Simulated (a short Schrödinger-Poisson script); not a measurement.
Structure: MOS inversion layer, SiO2 on p-type Si(100), at 300 K.

From the gate side: 1.8 nm SiO2; 1000 nm Si, acceptors 1.7e17 cm⁻³.

The device is made up for the run: typed textbook-type constants, with dimensions and the other settings drawn at random. SiO2: permittivity 3.9, conduction-band edge (eV) 3.15, gap (eV) 9, electron mass (mₑ) 0.5. Si: permittivity 11.7, conduction-band edge (eV) 0, gap (eV) 1.124, Nv at 300 K (cm⁻³) 3.1e19.

Channel valleys (confinement mass, in-plane density-of-states mass, number): Δ2 0.916, 0.19, 2; Δ4 0.19, 0.417, 4. At the gate the conduction-band edge of layer 1 lies 3.05 eV − eVg above the Fermi level of the channel; the field vanishes at the back. Gaps are held at their typed values at every temperature. Mesh 0.03 nm at interfaces.

Solved with a short Schrödinger-Poisson script written for these runs: 1D Poisson equation in equilibrium, electrons quantum, Hartree (BenDaniel-Duke, 12 states a valley, the channel's in-plane mass for all, wave functions ending at the dielectric), parabolic valleys, classical holes, full ionisation, no traps, pinning or gate leakage.

| Vg (V) | electrons (cm⁻²) | C (μF/cm²) | Δ2 E0 (meV from the Fermi level) | Δ4 E0 (meV from the Fermi level) |
|---|---|---|---|---|
| -0.1 | 9.68e9 | 0.169 | 176.4 | 218.0 |
| -0.05 | 4.79e10 | 0.326 | 134.4 | 177.0 |
| 0 | 1.71e11 | 0.644 | 100.5 | 144.7 |
| 0.05 | 4.02e11 | 0.925 | 77.1 | 123.4 |
| 0.1 | 7.11e11 | 1.10 | 60.8 | 109.6 |
| 0.15 | 1.07e12 | 1.21 | 48.7 | 100.0 |
| 0.2 | 1.45e12 | 1.28 | 39.1 | 93.0 |
| 0.25 | 1.85e12 | 1.33 | 31.1 | 87.5 |
| 0.3 | 2.27e12 | 1.37 | 24.2 | 83.1 |
| 0.35 | 2.70e12 | 1.40 | 18.1 | 79.5 |
| 0.4 | 3.14e12 | 1.42 | 12.6 | 76.3 |
| 0.45 | 3.59e12 | 1.44 | 7.6 | 73.6 |
| 0.5 | 4.04e12 | 1.46 | 3.0 | 71.2 |
| 0.55 | 4.50e12 | 1.48 | -1.4 | 69.0 |
| 0.6 | 4.96e12 | 1.49 | -5.5 | 67.1 |
| 0.65 | 5.43e12 | 1.50 | -9.4 | 65.3 |
| 0.7 | 5.90e12 | 1.51 | -13.1 | 63.6 |
| 0.75 | 6.37e12 | 1.52 | -16.7 | 62.0 |
| 0.8 | 6.85e12 | 1.53 | -20.1 | 60.6 |
| 0.85 | 7.33e12 | 1.54 | -23.4 | 59.2 |
| 0.9 | 7.81e12 | 1.54 | -26.7 | 57.9 |

At Vg = 0.9 V the lowest Δ2 subband lies at -26.7 meV from the Fermi level. How many electrons does it hold, and what share of all?

The two-dimensional density of states is g m/(πħ²) = 1.59e11 cm⁻² meV⁻¹ (both spins), kT = 25.9 meV, so n = D kT ln(1 + exp(−E/kT)) = 5.49e12 cm⁻², 0.70 of the 7.81e12 cm⁻² in all.

Compare the slope of the sheet density between 0.8 and 0.9 V with the geometric capacitance of the layers between gate and channel.

q Δn/ΔV = 1.54 μF/cm²; ε0/Σ(t/ε) = 1.92 μF/cm². The ratio is 0.80: the channel acts as a further capacitance in series.
